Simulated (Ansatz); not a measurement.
```yaml
crystal:
  lattice:
    - [4.29766, -0.00155, 0.15523]
    - [-0.00158, 4.29763, 0.15608]
    - [1.11619, 3.27136, 28.70136]
  atoms:
    - { symbol: Cu, position: [0.99626, 0.10053, 0.13057] }
    - { symbol: Cu, position: [0.55000, 0.71526, 0.01743] }
    - { symbol: Cu, position: [0.88937, 0.88516, 0.34412] }
    - { symbol: Cu, position: [0.44328, 0.49250, 0.23742] }
    - { symbol: Cu, position: [0.77660, 0.66735, 0.56429] }
    - { symbol: Cu, position: [0.33496, 0.27798, 0.45095] }
    - { symbol: I, position: [0.02169, 0.65472, 0.07772] }
    - { symbol: I, position: [0.91624, 0.43902, 0.29076] }
    - { symbol: I, position: [0.46950, 0.04647, 0.18421] }
    - { symbol: I, position: [0.80725, 0.22588, 0.50369] }
    - { symbol: I, position: [0.36216, 0.83175, 0.39732] }
    - { symbol: Ag, position: [0.21120, 0.04496, 0.68899] }
    - { symbol: Ag, position: [0.71342, 0.54661, 0.68698] }
    - { symbol: Ag, position: [0.74534, 0.11251, 0.62060] }
    - { symbol: Ag, position: [0.24779, 0.61376, 0.61992] }
    - { symbol: Ag, position: [0.14340, 0.90902, 0.82575] }
    - { symbol: Ag, position: [0.64388, 0.40974, 0.82470] }
    - { symbol: Ag, position: [0.67761, 0.97769, 0.75652] }
    - { symbol: Ag, position: [0.17787, 0.47771, 0.75659] }
    - { symbol: Ag, position: [0.07670, 0.77368, 0.96135] }
    - { symbol: Ag, position: [0.57597, 0.27175, 0.96170] }
    - { symbol: Ag, position: [0.60948, 0.83950, 0.89456] }
    - { symbol: Ag, position: [0.11003, 0.34187, 0.89303] }
```

The first 11 atoms are the substrate (CuI-zb), the rest the film (Ag).

Calculation: PBE (plane waves to 420 eV, PAW; Ansatz, a first-principles code). Spin–orbit coupling is left out; the runs are not spin-polarised; PBE gaps are too small against experiment. Its k-point mesh 7×7×1, Fermi–Dirac width 0.05 eV.

Q: Describe the bonding at the interfaces and give the barriers.

A: A periodic stack without vacuum, fcc Ag (0 0 1) on zinc-blende CuI (0 0 1) (film strained to the substrate, started from cuts of the bulks and a machine-learned relaxation; slabs Cu6I5 and Ag12, which can lie off the formulas): substrate slab Cu6I5, film Ag12, surface cells [[1, 0], [1, 1]] and [[0, -1], [2, 1]], film strained by +3.6 and +3.6 %, outermost planes Cu/Cu and Ag/Ag as cut, which need not be the usual terminations and can put a slab off its formula.
- interface area = 18.5 Å²
- period = 28.50 Å
- heights between the nearest atoms of the two slabs at the two interfaces = 1.59 and 1.59 Å
- Ag–Cu contacts across the interfaces within 1.22 times the sum of covalent radii = 8, mean 2.68 Å
- Ag–I contacts across the interfaces within 1.22 times the sum of covalent radii = 2, mean 3.32 Å
- hole barrier (PBE) = 0.51 eV
- electron barrier (PBE) = 0.59 eV
